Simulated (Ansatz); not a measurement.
## Competing hops of O vacancy in corundum, neutral cell

Defect: O vacancy in corundum, neutral cell. These are PBE, PAW (plane waves to 420 eV; Ansatz, an electronic-structure program) values and carry that method's errors.

120-site cell at the relaxed PBE lattice, the Γ point alone, smearing 0.01 eV, spin-restricted, no finite-size correction. No zero-point or tunnelling terms. The charge state is imposed; whether it is stable for some Fermi level was not computed. Forms of the defect that were not tried may lie lower.

Barriers: single points on a 2×2×2 k-point mesh shifted by half a step along c at the bands' geometries (they differ from the bands' own by up to 0.29 eV, and are uncertain by about as much).

```csv
Route,Start site over the lowest site run (eV),Hop (Å),Forward barrier (eV),Backward barrier (eV),Neighbours at the start,Neighbours at the saddle,Saddle order,"Forward, on the band's own sampling (eV)"
a nearby O atom hops onto the vacant site,0.00,2.51,3.61,3.61,"Al at 1.88, Al at 1.90, 2 Al at 1.98 Å","2 Al at 1.80, 2 Al at 2.07 Å","not checked, on a symmetry element",3.34
a nearby O atom hops onto the vacant site,0.00,2.74,4.11,4.11,"2 Al at 1.87, Al at 1.99, Al at 2.00 Å","Al at 1.78, Al at 2.05, Al at 2.09 Å",not checked,3.96
a nearby O atom hops onto the vacant site,0.00,2.64,4.68,4.68,"Al at 1.87, Al at 1.88, Al at 1.99, Al at 2.00 Å",2 Al at 1.67 Å,"not checked, on a symmetry element",4.51
a nearby O atom hops onto the vacant site,0.00,2.89,5.04,5.04,"Al at 1.87, Al at 1.89, 2 Al at 1.99 Å","Al at 1.69, Al at 1.93 Å",not checked,4.75
```

Paths come from nudged elastic bands with a climbing image. Of the routes that converged and passed our checks, the lowest saddle point lies 3.61 eV above the lowest of the sites run (a nearby O atom hops onto the vacant site); other sites, such as split forms, and other routes may lie lower. A band can be held on a symmetry element, so unchecked saddle points there may be too high.

The whole set of runs took roughly 2.7 core-hours.
